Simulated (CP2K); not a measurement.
Input and output of a self-consistent single point for TiSb2 (P1, 6 atoms in the cell) (CP2K).

Method of the run: PBEsol, GPW, DZVP-MOLOPT-SR-GTH basis, GTH-PBE potentials (GTH_POTENTIALS) (CP2K).

The change in words: atoms moved at random. Reference geometry:
```xyz
6
Lattice="5.5554 0.0000 0.0000 -2.5320 4.9449 0.0000 -1.5117 -2.4724 4.7397" Properties=species:S:1:pos:R:3 pbc="T T T"
Ti     0.7559     1.2362     0.0000
Ti     2.2676     3.7087     0.0000
Sb     0.7195     2.9569     2.3698
Sb     0.7922    -0.4844     2.3698
Sb     3.5336     1.2362     0.9286
Sb    -2.0218     1.2362     3.8111
```

Reference input (self-consistent single point, DFT PBEsol, GPW, DZVP-MOLOPT-SR-GTH basis, GTH-PBE potentials (GTH_POTENTIALS)): CUTOFF = 600 Ry; REL_CUTOFF = 50 Ry; SMEAR/METHOD = FERMI_DIRAC; ELECTRONIC_TEMPERATURE = 1160.45 K; KPOINTS/SCHEME = MONKHORST-PACK 5 5 5; XC_FUNCTIONAL = PBE:PBESOL; Ti/BASIS_SET = DZVP-MOLOPT-SR-GTH-q12; Ti/POTENTIAL = GTH-PBE-q12; Sb/BASIS_SET = DZVP-MOLOPT-SR-GTH-q5; Sb/POTENTIAL = GTH-PBE-q5; METHOD = GPW; EPS_DEFAULT = 1e-11. This run's input differs from it in these lines:

```diff
@@ -70,8 +70,8 @@
     &COORD
-      Ti       0.75586775     1.23622425     0.00000000
-      Ti       2.26760325     3.70867275     0.00000000
-      Sb       0.71949434     2.95685036     2.36983650
-      Sb       0.79224166    -0.48440236     2.36983650
-      Sb       3.53358485     1.23622415     0.92859673
-      Sb      -2.02184885     1.23622385     3.81107627
+      Ti       0.74764301     1.26587633    -0.07749839
+      Ti       2.25963800     3.69078458     0.01818613
+      Sb       0.71781735     2.90536163     2.31371403
+      Sb       0.75984980    -0.47285108     2.39259641
+      Sb       3.55837206     1.28762141     0.95623851
+      Sb      -1.99636460     1.21300260     3.87610458
     &END COORD
```

The program printed (abridged):

```
 SCF WAVEFUNCTION OPTIMIZATION

  Step     Update method      Time    Convergence         Total energy    Change
     1 NoMix/Diag. 0.30E+00      -     1.74721015      -139.3582135839 -1.39E+02
     2 Broy./Diag. 0.30E+00      -     0.23540639      -137.8258011063  1.53E+00
     3 Broy./Diag. 0.30E+00      -     0.07738709      -140.5291250006 -2.70E+00
     4 Broy./Diag. 0.30E+00      -     0.03782414      -138.5043503661  2.02E+00
     5 Broy./Diag. 0.30E+00      -     0.01240983      -138.2737062748  2.31E-01
     6 Broy./Diag. 0.30E+00      -     0.00900210      -138.4027493389 -1.29E-01
   [... 3 lines left out ...]
    10 Broy./Diag. 0.30E+00      -     0.00005076      -138.3678361250  4.57E-03
    11 Broy./Diag. 0.30E+00      -     0.00001527      -138.3682092597 -3.73E-04
    12 Broy./Diag. 0.30E+00      -     0.00000534      -138.3679438770  2.65E-04
    13 Broy./Diag. 0.30E+00      -     0.00000087      -138.3679874306 -4.36E-05
  *** SCF run converged in    13 steps ***

  Overlap energy of the core charge distribution:               0.00000000028856
  Self energy of the core charge distribution:               -261.61083454783568
  Core Hamiltonian energy:                                     64.43800747004032
  Hartree energy:                                              79.02431642127038
  Exchange-correlation energy:                                -20.21686399981818
  Electronic entropic energy:                                  -0.00261277525783
  Fermi energy:                                                 0.31453751502190

  Total energy:                                              -138.36798743060854
  Total energy (extrapolated to T->0):                       -138.36668104297962

                     Mulliken Population Analysis

   [... lines left out ...]

 STRESS| Analytical stress tensor [bar]
 STRESS|                        x                   y                   z
 STRESS|      x        9.79407088447E+03  -1.31658175253E+03  -1.20424149840E+03
 STRESS|      y       -1.31658175253E+03   8.09148671828E+02  -1.30003593223E+03
 STRESS|      z       -1.20424149840E+03  -1.30003593223E+03   9.38686260106E+03
 STRESS| 1/3 Trace                                             6.66336071912E+03
```

The run converged in 13 iterations. Against the reference run the free energy goes up by 15.2 meV/atom, the pressure goes from 0.42 to 0.67 GPa and the largest force goes from 0.200 to 0.936 eV/Å.

The starting cell comes from a database of computed structures (which also holds hypothetical and non-ambient phases and stackings), without a prior relaxation at this level. For this run, on top of that: atoms moved at random. Spin polarisation is off. Values carry the incompleteness of an atom-centred basis. The potentials were made for another functional than the one used.

Cost on one core of a shared machine: roughly 2 min.
